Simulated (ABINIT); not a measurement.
ABINIT run on CoH (Fm-3m, 2 atoms in the cell): self-consistent single point.

Method: PBEsol, norm-conserving pseudopotentials (PseudoDojo nc-sr-04 PBEsol standard) (plane waves; ABINIT 10.0.3).

The change in words: lattice scaled by 0.98. Reference geometry:
```
CELL_PARAMETERS angstrom
      0.00000     1.84296     1.84296
      1.84296     0.00000     1.84296
      1.84296     1.84296     0.00000
ATOMIC_POSITIONS crystal
  Co 0.00000 0.00000 0.00000
  H  0.50000 0.50000 0.50000
```
Moments meant for the start (each program seeds them in its own way; μB, in the order of the atoms Co H): 3.0 0.0.

Reference input (self-consistent single point, DFT, PBEsol, plane waves, norm-conserving pseudopotentials (PseudoDojo nc-sr-04 PBEsol standard)): pseudos = [Co.upf, H.upf]; ecut = 48 Ha; ixc = -116133; nsppol = 2; occopt = 7; tsmear = 0.2 eV; ngkpt = 15 15 15; nshiftk = 1; shiftk = 0 0 0; potentials = PseudoDojo nc-sr-04 PBEsol standard; nband = 16; kptopt = 1. This run's input differs from it in these lines:

```diff
@@ -5,5 +5,5 @@
 rprim
-         0.0000000000    3.4826896586    3.4826896586
-         3.4826896586   -0.0000000000    3.4826896586
-         3.4826896586    3.4826896586   -0.0000000000
+        -0.0000000000    3.4130362434    3.4130362434
+         3.4130362434   -0.0000000000    3.4130362434
+         3.4130362434    3.4130362434   -0.0000000000
 natom 2
```

Output, abridged:

```
--- !BeginCycle
solver: {iscf: 7, nstep: 60, nline: 4, wfoptalg: 0, }
tolerances: {toldfe: 1.00E-09, }
...

     iter   Etot(hartree)     deltaE(h) residm    vres2    magn
 ETOT  1  -153.34560991299    -1.53E+02 5.10E-01 3.89E+01 1.586
 ETOT  2  -153.40165057187    -5.60E-02 3.09E-02 5.03E+01 1.261
 ETOT  3  -153.40669023285    -5.04E-03 4.42E-03 7.30E+00 1.247
 ETOT  4  -153.40785541760    -1.17E-03 5.77E-03 2.18E-01 1.176
 ETOT  5  -153.40794411392    -8.87E-05 1.76E-03 2.11E-02 1.144
 ETOT  6  -153.40797579980    -3.17E-05 2.25E-03 8.37E-04 1.107
 ETOT  7  -153.40797668205    -8.82E-07 2.25E-03 4.95E-05 1.101
 ETOT  8  -153.40797671117    -2.91E-08 3.30E-03 6.57E-07 1.100
 ETOT  9  -153.40797671165    -4.85E-10 2.02E-03 1.65E-08 1.100
 ETOT 10  -153.40797671166    -5.94E-12 1.88E-03 4.73E-10 1.100
 At SCF step   10, etot is converged :
  for the second time, diff in etot=  5.940E-12 < toldfe=  1.000E-09

 Cartesian components of stress tensor (hartree/bohr^3)
  sigma(1 1)= -2.65723487E-04  sigma(3 2)=  0.00000000E+00
  sigma(2 2)= -2.65723487E-04  sigma(3 1)=  0.00000000E+00
  sigma(3 3)= -2.65723487E-04  sigma(2 1)=  0.00000000E+00

 Integrated electronic and magnetization densities in atomic spheres:
 Radius=ratsph(iatom), smearing ratsm=  0.0000. Diff(up-dn)=approximate z local magnetic moment.
 Atom    Radius    up_density   dn_density  Total(up+dn)  Diff(up-dn)
    1   2.00000     8.264375     7.110828     15.375204     1.153547
    2   2.00000     1.130454     1.144212      2.274665    -0.013758
  Sum:              9.394829     8.255040     17.649869     1.139789
   [... lines left out ...]
 Total magnetization (from the atomic spheres):             1.139789
 Total magnetization (exact up - dn):                       1.100062
 Fermi (or HOMO) energy (eV) =  12.85386   Average Vxc (eV)= -14.64585
   [... lines left out ...]
total_energy        : -1.53407976711660E+02
total_energy_eV     : -4.17444334148692E+03
band_energy         : -1.26063719861132E+01
...

-Cartesian components of stress tensor (GPa)         [Pressure=  7.8179E+00 GPa]
- sigma(1 1)= -7.81785358E+00  sigma(3 2)=  0.00000000E+00
- sigma(2 2)= -7.81785358E+00  sigma(3 1)=  0.00000000E+00
- sigma(3 3)= -7.81785358E+00  sigma(2 1)=  0.00000000E+00

 Calculation completed.
```

The run converged in 10 iterations. Against the reference run the free energy is nearly the same (within 1 meV/atom), the pressure goes from -6.53 to 7.82 GPa and the size of the net moment goes from 0.59 to 0.55 μB/atom.

The starting cell comes from a database of computed structures (which also holds hypothetical and non-ambient phases and stackings), without a prior relaxation at this level. For this run, on top of that: lattice scaled by 0.98. With one magnetic atom in the cell only a parallel order is possible. With a pressure of about 8 GPa the cell is away from its equilibrium volume at this level.

Cost on one core of a shared machine: roughly 2 min.
